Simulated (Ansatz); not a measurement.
Functionals compared on H2O on the 1x1 (111) surface of fcc Ni, ferromagnetic, one in a 2x2 cell, started at the site 'top Ni', in Ansatz (plane waves, PAW). The structure was relaxed with PBE; the other rows are single points on it, each with its references at the same level. Cutoff 420 eV.

Model: 19-atom slab, 6.0 Å thick at the start under the adsorbate (thin: gaps and levels are the slab's own), 7x7x1 mesh, Fermi-Dirac 0.1 eV, dipole correction, 8 atoms held, the rest relaxed; no symmetry held; spin-polarised, no spin-orbit, no U, no dispersion correction. At the end it is bonded to Ni. In PBE it is, or lies within 0.03 eV of, the lowest of the starts that converged. These notes are the PBE run's. Adsorption energies are against H2O(g). A negative adsorption energy means that the adsorbate is more stable on the surface than in its reference.

```csv
functional,adsorption energy (eV),work function of the top face (eV),change of the work function (eV),magnetic moment of the cell (μB),rough cost of the single point
PBE,-0.23,4.04,-1.04,10.50,–
RPBE,___,___,___,10.61,roughly 10 core-minutes
```

Question: Some entries are withheld; supply them.

Answer: 
- RPBE, adsorption energy (eV): -0.01
- RPBE, work function of the top face (eV): 3.90
- RPBE, change of the work function (eV): -1.00

Ansatz is a program for electronic structure.
